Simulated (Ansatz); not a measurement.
Ansatz (an electronic-structure program) run on Li3Au (I4mm, 4 atoms in the cell): self-consistent single point.

Computed with PBEsol, harder PAW files (source: ansatz) made with PBE (plane waves; Ansatz).

```
CELL_PARAMETERS angstrom
      0.00000     3.11605     3.11605
      3.11605     0.00000     3.11605
      3.11605     3.11605     0.00000
ATOMIC_POSITIONS crystal
  Li 0.25000 0.25000 0.25000
  Li 0.75000 0.75000 0.75000
  Li 0.50802 0.50802 0.49198
  Au 0.00000 0.00000 0.00000
```

Reference input (self-consistent single point, DFT, PBEsol, plane waves, default PAW files made with PBE): basis.ecutwfc = 30.9 Ry; kpoints.mp_grid.grid = 9 9 9; hamiltonian.xc = pbesol; hamiltonian.pseudopotentials = {kind: paw} (the program's default PAW files); scf.occupations.method = gaussian; scf.occupations.width = 0.0073 Ry. This run's input differs from it in these lines:

Ansatz 0.2 input:
```diff
@@ -11,3 +11,3 @@
 basis:
-  ecutwfc: 30.9 Ry
+  ecutwfc: 25.7 Ry
 kpoints:
@@ -19,2 +19,3 @@
     kind: paw
+    source: ansatz
 scf:
```

Log, with long lists cut:

```
SCF iter   1: F=—  HF=-13650.137231 eV  |F-HF|=—  |Δ(HF+E_count)|=         —  Δρ=1.72e-1  dr2=3.18e1  ethr=3.10e-3  ⟨swp⟩=4.5  Hψ=5830  notcnv=0
all-band conjugate gradients solve this SCF's bands
preconditioner: auto → Kerker (q_TF=auto, 2.399 Å⁻¹)
SCF iter   2: F=—  HF=-13646.255947 eV  |F-HF|=—  |Δ(HF+E_count)|=    3.88e0  Δρ=8.60e-2  dr2=8.33e0  ethr=3.10e-3  ⟨swp⟩=2.1  Hψ=3218  notcnv=0  defer=14
   [... lines left out ...]
SCF iter   6: F=—  HF=-13644.506733 eV  |F-HF|=—  |Δ(HF+E_count)|=   3.67e-4  Δρ=2.12e-4  dr2=4.33e-5  ethr=3.87e-6  ⟨swp⟩=2.1  Hψ=1819  notcnv=0  defer=16
SCF iter   7: F=—  HF=-13644.506999 eV  |F-HF|=—  |Δ(HF+E_count)|=   2.66e-4  Δρ=4.89e-5  dr2=2.89e-6  ethr=1.55e-7  ⟨swp⟩=2.1  Hψ=1763  notcnv=0  defer=16
SCF iter   8: F=—  HF=-13644.506998 eV  |F-HF|=—  |Δ(HF+E_count)|=   1.00e-6  Δρ=2.31e-5  dr2=7.01e-7  ethr=1.03e-8  ⟨swp⟩=2.4  Hψ=1916  notcnv=0  defer=16
SCF iter   9: F=-13644.506998 eV  HF=-13644.506998 eV  |F-HF|=8.35e-9  |Δ(HF+E_count)|=   2.01e-7  Δρ=3.48e-6  dr2=1.25e-8  ethr=3.57e-10  ⟨swp⟩=3.7  Hψ=4981  notcnv=0
SCF 1 converged in 9 iterations: F = -13644.506998 eV  dr2 = 1.25e-8
Free energy (F): -13644.506998 eV
Internal energy: -13644.498195 eV  (E = F + TS)
E sigma→0 (E₀):  -13644.502596 eV
Entropy (-TS):   -0.008803 eV (-2.201 meV/atom)
Fermi energy:    7.172998 eV
--- Forces (eV/Å), atoms counted from 1 ---
  atom   1  Li     0.00000000    -0.00000000     0.05009257
  atom   2  Li    -0.00000000     0.00000000     0.05009257
  atom   3  Li    -0.00000000     0.00000000    -0.09013646
  atom   4  Au     0.00000000     0.00000000    -0.01006671
--- Stress (GPa, compression-positive) ---
       -0.106274       0.000000      -0.000000
        0.000000      -0.106274       0.000000
       -0.000000       0.000000      -0.127948
  P = ⅓ Tr σ = -0.1135 GPa (-1.135 kbar)
  The stress holds the Pulay correction. Without it, at fixed plane waves, as pw.x and ABINIT print it: P = -50.7349 GPa
```

The run converged in 9 iterations. Against the reference run the pressure moves little (-0.17 to -0.11 GPa) and the largest force goes from 0.095 to 0.090 eV/Å.

The starting cell comes from a database of computed structures (which also holds hypothetical and non-ambient phases and stackings), without a prior relaxation at this level. Its lattice was rescaled by up to half a per cent. One atom was moved a little off its site on purpose. Ansatz's pressure includes its estimate of the finite-basis (Pulay) stress. Without the estimate this run gives -50.73 GPa. The cutoff lies below the one recommended for these files.
